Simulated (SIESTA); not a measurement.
Input and output of a self-consistent single point for CrGaO4 (Amm2, 6 atoms in the cell) (SIESTA).

Computed with GGA PBEsol+U, numerical atomic orbitals DZP, PseudoDojo PBEsol standard norm-conserving potentials (rewritten from UPF to PSML) run with SIESTA 5.4.2.

```
CELL_PARAMETERS angstrom
      2.96552     0.00000     0.00000
      0.00000     3.25902     3.16176
      0.00000    -3.25902     3.16176
ATOMIC_POSITIONS crystal
  Cr 0.00000 0.49841 0.49841
  Ga 0.50000 0.99857 0.99857
  O  0.00000 0.79311 0.79311
  O  0.50000 0.30811 0.68677
  O  0.50000 0.68677 0.30811
  O  0.00000 0.20290 0.20290
```
Moments meant for the start (each program seeds them in its own way; μB, in the order of the atoms Cr Ga O O O O): 3.0 0.0 0.0 0.0 0.0 0.0.

Reference input (self-consistent single point, DFT, GGA PBEsol+U, numerical atomic orbitals DZP, PseudoDojo PBEsol standard norm-conserving potentials (rewritten from UPF to PSML)): XC.functional = GGA; XC.authors = PBEsol; potentials = PseudoDojo PBEsol standard; PAO.BasisSize = DZP; PAO.EnergyShift = 0.01 Ry; MeshCutoff = 350 Ry; kgrid.MonkhorstPack = 8 5 5; OccupationFunction = FD; ElectronicTemperature = 1160.45 K; Spin = polarized; DM.InitSpin = [1 +3.00, 2 +0.00, 3 +0.00, 4 +0.00, 5 +0.00, 6 +0.00]; DFTU.ProjectorGenerationMethod = 2. This run's input differs from it in these lines:

```diff
@@ -54,3 +54,3 @@
   n=3 2
-  3.70 0.00
+  2.00 0.00
   0.00 0.00
```

Output (repeated stretches shortened):

```
        iscf     Eharris(eV)        E_KS(eV)     FreeEng(eV)     dDmax    Ef(eV) dHmax(eV)
   scf:    1    -6077.894249    -6221.457853    -6221.521973  0.719222 -0.256485 51.229045
     spin moment: {S} , |S| = {        0.0        0.0    0.69092 }     0.69092
   scf:    2    -6293.248362    -6261.405413    -6261.513103  0.258571 -2.983419 31.098253
     spin moment: {S} , |S| = {        0.0        0.0    1.00000 }     1.00000
   scf:    3    -6183.572027    -6264.705138    -6264.865243  0.217444 -5.884863 25.628251
     spin moment: {S} , |S| = {        0.0        0.0    1.68648 }     1.68648
   [... lines left out ...]
     spin moment: {S} , |S| = {        0.0        0.0    1.00742 }     1.00742
hubbard_term: recalculating local occupations   28
hubbard_term: maximum change in local occup.    0.000226
   scf:   42    -6287.213566    -6287.213562    -6287.268504  0.000011 -6.010496  0.000251
     spin moment: {S} , |S| = {        0.0        0.0    1.00742 }     1.00742
hubbard_term: recalculating local occupations   29
hubbard_term: maximum change in local occup.    0.000224
   scf:   43    -6287.213567    -6287.213567    -6287.268509  0.000005 -6.010496  0.000159
     spin moment: {S} , |S| = {        0.0        0.0    1.00742 }     1.00742
SCF Convergence by DM+H criterion
max |DM_out - DM_in|         :     0.0000045641
max |H_out - H_in|      (eV) :     0.0001586695
DFT+U population converged by dTol_pop criteria:
max |pop(DFT+U)_i - pop(DFT+U)_j|:     0.0002238437
SCF cycle converged after 43 iterations

Using DM_out to compute the final energy and forces
hubbard_term: recalculating local occupations   30
hubbard_term: maximum change in local occup.    0.000224
hubbard_term: recalculating Hamiltonian and forces

siesta: E_KS(eV) =            -6287.2137

siesta: E_KS - E_eggbox =     -6287.2137

siesta: Atomic forces (eV/Ang):
     1    0.000000   -0.000000    0.009952
     2   -0.000000   -0.000000   -0.010054
     3   -0.000000   -0.000000   -0.420037
     4   -0.000000    0.569367    0.013113
     5   -0.000000   -0.569367    0.013113
   [... lines left out ...]
siesta: FreeEng =     -6287.268594
siesta: Cell volume =         61.114948 Ang**3
siesta:         -87.39906518        -61.58071380  kBar
   [... lines left out ...]

mulliken: Qtot =       24.996

Mulliken Atomic Populations:
Atom #   charge [q] valence [e]      Sz [e]  Species
     1     0.771583   13.228417    1.996706  Cr
     2     0.760671   12.239329   -0.012356  Ga
     3    -0.412677    6.412677   -0.228869  O
     4    -0.351906    6.351906   -0.260676  O
     5    -0.351906    6.351906   -0.260676  O
     6    -0.415765    6.415765   -0.226713  O
 Total     0.000000                1.007417
```

The run converged in 43 iterations. Against the reference run the free energy goes down by 256 meV/atom, the pressure goes from -4.93 to -8.74 GPa, the largest force goes from 0.173 to 0.570 eV/Å and the size of the net moment stays at 0.17 μB/atom.

The starting cell comes from a database of computed structures (which also holds hypothetical and non-ambient phases and stackings), without a prior relaxation at this level. With one magnetic atom in the cell only a parallel order is possible. With U or open f shells several self-consistent states can exist. Values carry the incompleteness of an atom-centred basis. With a pressure of about -9 GPa the cell is away from its equilibrium volume at this level.

Cost on one core of a shared machine: roughly 7 min.
